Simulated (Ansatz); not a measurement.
# hypothetical CsCl type LaP with two functionals, isotropic strain +2.92 %

Take LaP in the CsCl type structure (space group Pm-3m, No. 221; a = 3.641 Å; a hypothetical phase, not in the database extracts checked; relaxed with 0.1 eV smearing) as the base.

(Cell as relaxed with PBE.)

Levels (all Ansatz, a program for electronic structure, PAW): PBE (420 eV, no SOC); r2SCAN (500 eV, scalar-relativistic without spin-orbit coupling).

Each level relaxes its own structure.

```tsv
base	PBE	r2SCAN
volume per atom	24.13 Å³	24.30 Å³
lattice parameter a	3.641 Å	3.649 Å
band gap	zero	zero
```

It is then changed as follows: the cell is scaled by 1.0292 in all directions, atoms relaxed at fixed cell.

```json
[
 {"quantity": "energy relative to the base (free energy F)", "PBE": "+39 meV/atom", "r2SCAN": "+42 meV/atom"},
 {"quantity": "pressure", "PBE": "-5.4 GPa", "r2SCAN": "-5.7 GPa"},
 {"quantity": "band gap", "PBE": "zero", "r2SCAN": "zero"}
]
```

PBE's energy relative to the base lies 2.4 meV/atom below r2SCAN's; PBE's pressure lies 0.3 GPa above r2SCAN's; the two agree on the band gap. Neither level is exact; r2SCAN is the comparison here, not a measurement.

Whether these cells are dynamically stable was not tested. The final runs are not spin-polarised. The zero or small gap of LaP can change with the level of theory.
